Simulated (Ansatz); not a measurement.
Results of RPBE in Ansatz (plane waves, PAW) for L1₀ (CuAu-type) CuAu.

Run with plane-wave cutoff 520 eV, 20×20×16 k mesh (along the axes of the cell as run), Fermi–Dirac smearing 0.05 eV, no spin polarisation, scalar-relativistic PAW data made under PBE.

Cell (relaxed at this level):

```yaml
crystal:
  lattice:
    - [2.89083, 0.00000, 0.00000]
    - [0.00000, 2.89083, 0.00000]
    - [0.00000, 0.00000, 3.70501]
  atoms:
    - { symbol: Cu, position: [0.00000, 0.00000, 0.00000] }
    - { symbol: Au, position: [0.50000, 0.50000, 0.50000] }
```

Problem. Give the computed bulk modulus and pressure derivative B′ of the bulk modulus.

Solution. 
* **bulk modulus**: 123 GPa
* **pressure derivative B′ of the bulk modulus**: 5.6

The run finds no gap.

Note: the bulk modulus comes from volumes at which shape and atoms were relaxed.

Spin–orbit coupling is not included; it can shift volumes and moduli of such heavy elements.

Static lattice: no zero-point or thermal effects.

Computing time: very roughly 10 core-minutes.

Ansatz is an electronic-structure program.
